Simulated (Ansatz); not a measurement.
The parent structure is TiSi$_{2}$ (space group Cmcm, No. 63; a = 3.546 Å, b = 13.563 Å, c = 3.580 Å).

Levels (all Ansatz, a quantum-chemistry and plane-wave program, PAW): PBE (420 eV, no spin-orbit coupling); r2SCAN (500 eV, scalar-relativistic without spin-orbit coupling).

The geometry is relaxed with PBE.

- PBE pressure = 0.0 GPa

Task: How does going to r2SCAN change the pressure?

Result: The pressure goes from zero to -2.0 GPa.

Single points use the geometry relaxed with PBE. Their cutoffs differ, which shifts pressures a little. Whether these cells are dynamically stable was not tested. The final runs are not spin-polarised.
